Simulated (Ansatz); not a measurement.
The reference is TlSbTe2 (space group R-3m, No. 166; a = 4.4986 Å, c = 23.8405 Å (hexagonal axes)).

Calculations: Ansatz (a program for electronic structure), PBE, PAW, cutoff 420 eV, scalar-relativistic without spin-orbit coupling.

Before the change:

```
Property   Result
--------  -------
Band gap  0.18 eV
```

It is then changed as follows: every lattice vector is shortened by 2.16 %; the atoms relax in the strained cell.

Task: Predict the new band gap and energy relative to the base.

Result: The band gap goes from 0.18 eV to zero; the energy increases by 15 meV/atom.

Spin-orbit coupling, missing from the scalar runs, can matter with Sb, Te and Tl. Whether these cells are dynamically stable was not tested. All final runs are without spin polarisation. Gaps under 0.05 eV, about the width of the smearing, are given as zero. The zero or small gap of TlSbTe2 can change with the level of theory.
